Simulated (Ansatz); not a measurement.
The starting structures come from a database of crystals and need not be the phases stable at ambient conditions.

 Where the default PAW files enter, the runs use the earlier of Ansatz's two default sets.

Tunnelling through a barrier is set by its complex band structure: the current falls as exp(−2κd) with the smallest κ.

Input:

```
ZnCl2
1.0
    5.59512     0.00000     0.00000
    0.00000     5.59512     0.00000
    2.79756    -2.79756     4.94154
Zn Cl
2 4
Direct
  0.25000   0.25000   0.50000
  0.00000   0.00000   0.00000
  0.89237   0.12500   0.75000
  0.12500   0.35763   0.25000
  0.35763   0.62500   0.75000
  0.62500   0.89237   0.25000
```

Space group of this cell: I-42d. The cell is taken as given.

Transport runs along the normal of the first two printed cell vectors, the (001) plane of the conventional cell.

The gap is the functional's own, uncorrected, and κ follows it; spin-orbit coupling is left out. Mid-gap values are interpolated between the computed energies.

Problem. Predict the band gap and the smallest decay constant κ at mid-gap from PBEsol (Ansatz, a quantum-chemistry and plane-wave program).

Solution. Gap 3.99 eV on a 6×6×6 mesh; κ = 0.352 1/Å, at the zone centre.
